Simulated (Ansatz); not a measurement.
Base system: ZnSe in the zinc blende structure (space group F-43m, No. 216; a = 5.666 Å). Axes: x, y, z lie along the cube axes.

Method: r2SCAN (Ansatz, a quantum-chemistry and plane-wave program), without spin-orbit coupling, earlier PAW set.

For the base:

| Property | Value |
|---|---|
| Valley order | Γ 1.86 eV; L along ⟨111⟩ 3.05 eV; X along ⟨100⟩ 3.34 eV |

One thing is altered: the symmetric strain tensor [0.0017 0.0032 -0.0033; 0.0032 0.0067 0.0027; -0.0033 0.0027 0.0095], atoms relaxed at fixed cell.

Q: What does the calculation give for the energy relative to the base, valley order and stress after the change?

A: The energy rises by 1.9 meV/atom; the valley order (the lowest conduction-band minima on the path, energy above the VBM, named in the base's zone) becomes Γ 1.75 eV; L along [1-11] 2.91 eV; L along [111] 3.00 eV; L along [1-1-1] 3.00 eV (base: Γ 1.86 eV; L along ⟨111⟩ 3.05 eV; X along ⟨100⟩ 3.34 eV); the stress (xx, yy, zz, yz, xz, xy; compression positive) comes out as (-0.96, -1.15, -1.25, -0.22, 0.27, -0.26) GPa.

The levels and masses belong to the bands next to the band gap. Stability against distortions was not tested.
